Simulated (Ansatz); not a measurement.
MgO, pressure series

The reference is MgO in the rock salt structure (space group Fm-3m, No. 225).

```yaml
crystal:
  lattice:
    - [0.00000, 2.10706, 2.10706]
    - [2.10706, 0.00000, 2.10706]
    - [2.10706, 2.10706, 0.00000]
  atoms:
    - { symbol: Mg, position: [0.00000, 0.00000, 0.00000] }
    - { symbol: O, position: [0.50000, 0.50000, 0.50000] }
```

Cell and atoms are relaxed at each pressure.

Computed with PBEsol/PAW in Ansatz (a program for electronic structure), no spin-orbit coupling.

Candidates:
(a) pressure 5 GPa
(b) pressure 0.7 GPa
(c) pressure 1.5 GPa
(d) pressure −2 GPa
(e) pressure −1 GPa

Before the change:

| Quantity | Result |
|---|---|
| Band gap | 4.62 eV |

Problem. Order them by band gap, highest first.

Solution. (a) pressure 5 GPa (4.91 eV), (c) pressure 1.5 GPa (4.71 eV), (b) pressure 0.7 GPa (4.66 eV), (e) pressure −1 GPa (4.56 eV), (d) pressure −2 GPa (4.50 eV)

Load acts through the strain it causes; cell and atoms are relaxed under it. Stability against distortions was not tested. Competing high-pressure phases were not computed. The base started in P3_121 and relaxed to Fm-3m at this level.
